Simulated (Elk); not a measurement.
Band structure of NbRu3 (P6_3/mmc, 8 atoms in the cell).

```xyz
8
Lattice="5.5604 0.0000 0.0000 -2.7802 4.8155 0.0000 0.0000 0.0000 4.3811" Properties=species:S:1:pos:R:3 pbc="T T T"
Nb     0.0000     3.2103     3.2858
Nb     2.7802     1.6052     1.0953
Ru     0.0000     1.5865     1.0953
Ru     2.7802     3.2290     3.2858
Ru     4.1865     0.7932     3.2858
Ru    -1.4063     4.0223     1.0953
Ru     1.4063     4.0223     1.0953
Ru     1.3739     0.7932     3.2858
```

Method of the run: PBEsol, all-electron FP-LAPW, Elk's shipped species files, default APW+lo basis in Elk.

Settings: xctype = 22; rgkmax = 7; stype = 3; swidth = 0.00367493 Ha; ngridk = 4 4 5.

The starting cell comes from a database of computed structures (which also holds hypothetical and non-ambient phases and stackings), without a prior relaxation at this level. Spin polarisation is off. Values depend on the basis (sphere radii, cutoffs, local orbitals), which need not be converged.

Levels in eV from the Fermi level, bands 59 to 66:
| point | 59 | 60 | 61 | 62 | 63 | 64 | 65 | 66 |
|---|---|---|---|---|---|---|---|---|
| Γ | -0.60 | -0.55 | -0.54 | 0.12 | 1.55 | 1.77 | 1.93 | 2.06 |
| M | -0.84 | -0.52 | -0.22 | -0.09 | -0.06 | 0.23 | 1.02 | 1.34 |
| K | -0.46 | -0.22 | -0.15 | -0.14 | 0.16 | 0.38 | 0.40 | 1.74 |
| A | 0.82 | 0.82 | 0.83 | 0.83 | 1.76 | 1.76 | 1.85 | 1.85 |
| L | -0.96 | -0.96 | -0.25 | -0.25 | -0.05 | -0.05 | 1.16 | 1.16 |
| H | -0.54 | -0.54 | -0.39 | -0.39 | -0.07 | -0.07 | 1.35 | 1.35 |

Bands cross the Fermi level along this path, so the cell is metallic at this level.
